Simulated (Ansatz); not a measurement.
Start from RbBr in the rock salt structure (space group Fm-3m, No. 225; a = 6.8433 Å).

Method: DFT with PBEsol, PAW potentials and a 420 eV plane-wave cutoff in Ansatz (an electronic-structure program), without spin-orbit coupling.

Base values:

The gap character is direct at Γ and the pressure comes out as 0.01 GPa. The electron mass is 0.36 mₑ (at Γ).

Perturbation: the cell is scaled by 1.0100 in all directions, atoms relaxed at fixed cell.

### Question
How does this affect the gap character, pressure, energy relative to the base and electron mass?

### Answer
The gap character is still direct at Γ; the pressure falls by 0.385 GPa, from 0.01 GPa to -0.38 GPa; the energy grows by 1.4 meV/atom; the electron mass goes from 0.36 mₑ (at Γ) to 0.37 mₑ (at Γ).

The cells carry an imposed strain or load. Masses are band curvatures over ±0.01 Å⁻¹ around the edge. Stability against distortions was not tested.
